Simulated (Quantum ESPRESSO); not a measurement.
Quantum ESPRESSO is run on BaNaH3Pd (P6_3/mmc, 12 atoms in the cell), and the run fails. The aim is a self-consistent single point with DFT, LDA (PW92), plane waves, PseudoDojo standard norm-conserving (LDA) pseudopotentials.

Cell that was meant: a = 6.0897 Å, b = 6.0897 Å, c = 6.2097 Å, α = 90.00°, β = 90.00°, γ = 120.00°.

Part of the input:

```fortran
Na    22.9898  Na.upf
Ba   137.3270  Ba.upf
H      1.0080  H.upf
Pd   106.4200  pD.UPF
ATOMIC_POSITIONS alat
Na    0.000000000    0.000000000    0.509859348
Na    0.000000000    0.000000000    0.000000000
```

Log, with long lists cut:

```
 %%%%%%%%%%%%%%%%%%%%%%%%%%%%%%%%%%%%%%%%%%%%%%%%%%%%%%%%%%%%%%%%%%%%%%%%%%%%%%
     Error in routine readpp (1):
     file ./pD.UPF not found
 %%%%%%%%%%%%%%%%%%%%%%%%%%%%%%%%%%%%%%%%%%%%%%%%%%%%%%%%%%%%%%%%%%%%%%%%%%%%%%

     stopping ...
```

Task: Read the log: what does the program object to, and what is the fix?

Result: The fault is a potential or basis that cannot be found. The input names a file or set that is not where the program looks, or that does not exist under that name. To fix it, correct the name or place the file. The program stopped before any SCF iteration.

The sound input it was made from differs as follows (other fixes are possible):
```diff
-Pd   106.4200  pD.UPF
+Pd   106.4200  Pd.upf
```

With that input, the run converged in 12 iterations: free energy E − TS -11454.6429 eV; top of the valence band (on the code's own zero) 6.57 eV; gap on the k-point mesh 1.44 eV; pressure -4.31 GPa; largest force (vector length) 0.261 eV/Å (DFT, LDA (PW92), plane waves, PseudoDojo standard norm-conserving (LDA) pseudopotentials).

On the sound input: the starting cell comes from a database of computed structures (which also holds hypothetical and non-ambient phases and stackings), without a prior relaxation at this level. With a pressure of about -4 GPa the cell is away from its equilibrium volume at this level.
